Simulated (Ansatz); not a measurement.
The starting structures come from a database of crystals and need not be the phases stable at ambient conditions.

**Evanescent states of KReO4 (I4_1/a, not sure to be the ambient phase, 12 atoms a cell, 16.9 Å³ an atom, -2 GPa at this level) along the normal of (100)**

Calculation: r2SCAN (plane waves, PAW; Ansatz, a program for electronic structure).

No gap correction and no spin-orbit coupling; mid-gap values are interpolated between computed energies.

Energies count from the valence-band top; κ is the least over a 6×4 mesh across the current.

| E (eV) | κ (1/Å) | where |
|---|---|---|
| 0.10 | 0.270 | Γ |
| 0.32 | 0.420 | Γ |
| 0.53 | 0.492 | off Γ |
| 0.73 | 0.535 | off Γ |
| 0.94 | 0.565 | off Γ |
| 1.16 | 0.585 | off Γ |
| 1.36 | 0.600 | off Γ |
| 1.57 | 0.609 | off Γ |
| 1.78 | 0.614 | off Γ |
| 2.00 | 0.616 | off Γ |
| 2.21 | 0.614 | off Γ |
| 2.42 | 0.608 | off Γ |
| 2.62 | 0.600 | off Γ |
| 2.83 | 0.588 | off Γ |
| 3.04 | 0.573 | off Γ |
| 3.25 | 0.553 | off Γ |
| 3.46 | 0.528 | off Γ |
| 3.67 | 0.493 | off Γ |
| 3.88 | 0.443 | Γ |
| 4.09 | 0.372 | Γ |
| 4.30 | 0.250 | Γ |

**Question.** How thick must the barrier be to attenuate the transmission by 10^8 when the electrodes' Fermi level lies at 2.83 eV, and what attenuation does that film give at 1.78 eV?

**Answer.** d = 8 ln 10 / (2 × 0.588) = 15.7 Å. At 1.78 eV it gives 8 × 0.614/0.588 = 8.4 decades.
